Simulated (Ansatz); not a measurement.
The parent structure is Ga2Cu (space group P4/mmm, No. 123; relaxed with 0.1 eV smearing).

```xyz
3
Lattice="2.8031 0.0000 0.0000 0.0000 2.8031 0.0000 0.0000 0.0000 5.7425" Properties=species:S:1:pos:R:3 pbc="T T T"
Ga     1.4016     1.4016     1.6279
Ga     1.4016     1.4016     4.1146
Cu     0.0000     0.0000     0.0000
```

Cartesian axes are those of the cell as printed.

Calculations: Ansatz (a program for electronic structure), PBEsol, PAW, cutoff 420 eV, no spin-orbit coupling.

Before the change:

The shortest interatomic distance is 2.487 Å.

It is then changed as follows: compressive biaxial strain of 1.80 % in the plane normal to [001], as in epitaxy on a mismatched substrate; the out-of-plane cell vector and the atoms relax.

Task: Predict the new out-of-plane strain.

Result: The out-of-plane strain amounts to +1.13 %.

Task: How does this affect the shortest interatomic distance?

Result: The shortest interatomic distance shrinks by 0.003 Å to 2.484 Å.

No phonon test of stability was made. The final runs are not spin-polarised.
